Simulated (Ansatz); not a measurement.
Start from Ag in the fcc (Cu type) structure (space group Fm-3m, No. 225; a = 4.1489 Å; relaxed with 0.1 eV smearing).

All numbers come from Kohn–Sham DFT with the PBE functional, run in Ansatz (a quantum-chemistry and plane-wave program) with PAW and 420 eV plane waves, without spin-orbit coupling, earlier PAW set.

Before the change:

- Pressure = 0.0 GPa

It is then changed as follows: the cell is scaled by 0.9878 in all directions, atoms relaxed at fixed cell.

What happens to the energy relative to the base and pressure?

The energy grows by 7.2 meV/atom; the pressure goes from zero to 3.7 GPa.

The cells carry an imposed strain or load. No phonon test of stability was made.
